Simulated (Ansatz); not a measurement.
The reference is SiC (space group P6_3mc, No. 186; a = 3.094 Å, c = 10.129 Å).

Level of theory: PBE in Ansatz (plane waves to 420 eV, PAW, spin-orbit coupling left out).

Before the change:

```
Item                          Result
-------------------  ---------------
Lattice parameter a          3.094 Å
Gap character        indirect, Γ → M
Smallest direct gap          3.34 eV
```

The change: cell and atoms relaxed at a pressure of 15 GPa.

Question: What does the calculation give for the lattice parameter a after the change?

Answer: The lattice parameter a shrinks by 0.063 Å, from 3.094 Å to 3.031 Å.

Question: Predict the new gap character.

Answer: The gap character stays indirect, Γ → M.

Question: Estimate the effect on the smallest direct gap.

Answer: The smallest direct gap increases by 0.03 eV to 3.37 eV.

Load acts through the strain it causes; cell and atoms are relaxed under it. Whether these cells are dynamically stable was not tested. Competing high-pressure phases were not computed.

Ansatz is an electronic-structure program.
